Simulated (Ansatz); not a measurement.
Input:

```
GaSb
1.0
    0.00000     2.97546     2.97546
    2.97546     0.00000     2.97546
    2.97546     2.97546     0.00000
Sb Ga
1 1
Direct
  0.75000   0.75000   0.75000
  0.00000   0.00000   0.00000
```

No spin polarisation.

All numbers come from r2SCAN (Ansatz, a first-principles code; PAW; 500 eV plane waves; no spin-orbit coupling). Settings: 13×13×13 k-points, 0.05 eV Fermi–Dirac smearing.

Estimate the electron mass.

1.7 mₑ along k, 0.093 mₑ across (at L).

Predict the band gap.

0.90 eV.

Spin-orbit coupling, missing from the scalar runs, can matter with Sb. The cells carry an imposed strain or load. Effective masses come from finite differences of ±0.01 Å⁻¹. Along k means along the line from Γ to the band edge. No phonon test of stability was made. The cell was made from GaSb in the zinc blende structure (space group F-43m, No. 216) by this change: isotropic strain −2.96 %.
